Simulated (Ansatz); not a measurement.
The starting structures come from a database of crystals and need not be the phases stable at ambient conditions.

 Where the default PAW files enter, the runs use the earlier of Ansatz's two default sets.

By PBEsol, the system below comes out a metal.

The ballistic (Sharvin) conductance counts the channels at the Fermi level: G/A = (e²/h) × channels of both spins per area.

Input:

```
CELL_PARAMETERS angstrom
      3.29950     0.00000     0.00000
      0.00000    11.74347     0.00000
      1.64975     0.00000     2.85745
ATOMIC_POSITIONS crystal
  Ta 0.00000 0.75000 0.00000
  Ta 0.00000 0.25000 0.00000
  S  0.33333 0.88347 0.33333
  S  0.66667 0.11653 0.66667
  S  0.66667 0.38347 0.66667
  S  0.33333 0.61653 0.33333
```

Space group of this cell: P6_3/mmc. The cell was relaxed by PBE-D3(BJ); by PBEsol its mean pressure is -1.0 GPa.

The current flows along the normal of the first two printed cell vectors, the (100) plane of the conventional cell. No spin-orbit coupling; the value is a mean over 0.1 eV about the Fermi level.

Q: Estimate the ballistic conductance per area that PBEsol (Ansatz, an electronic-structure program) returns for this system.

A: 0.59 × 10¹⁵ S/m² for both spins.
